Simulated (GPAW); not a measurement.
Band structure of LiBr (Fm-3m, 2 atoms in the cell).

```
LiBr
1.0
    0.00000     2.72269     2.72269
    2.72269     0.00000     2.72269
    2.72269     2.72269     0.00000
Li Br
1 1
Direct
  0.00000   0.00000   0.00000
  0.50000   0.50000   0.50000
```

Level of theory: LDA (Perdew-Wang 92), GPAW PAW datasets LDA (gpaw-data 1.0.1) (plane waves; GPAW 25.7.0).

Settings: mode = pw; ecut = 550 eV; xc = LDA; kpts = 10 10 10; mesh shift (steps) = 0 0 0; occupations.name = fermi-dirac; occupations.width = 0.01 eV; nbands = -8; convergence.density = 1e-05 e/electron; convergence.bands = -6; symmetry.symmorphic = false; symmetry.tolerance = 0.0005; maxiter = 100; bandpath_npoints = 40.

The starting cell comes from a database of computed structures (which also holds hypothetical and non-ambient phases and stackings), without a prior relaxation at this level.

Problem. Predict the gap along the standard path and the places of the band edges.

Solution. The gap along the path is 4.78 eV, direct at Γ to within 0.01 eV.

Levels in eV from the top of the valence band on the SCF mesh, bands 1 to 8:
```tsv
point	1	2	3	4	5	6	7	8
Γ	-13.60	-0.01	-0.01	-0.01	4.78	10.43	10.43	10.43
X	-12.88	-3.10	-1.23	-1.23	6.11	6.89	11.60	12.38
W	-12.88	-2.31	-2.31	-1.22	7.98	8.39	9.36	9.36
K	-12.90	-2.68	-1.99	-0.93	6.46	8.64	10.20	10.53
L	-13.09	-3.07	-0.28	-0.28	5.36	7.91	7.91	11.83
U	-12.90	-2.68	-1.99	-0.93	6.46	8.64	10.20	10.53
```
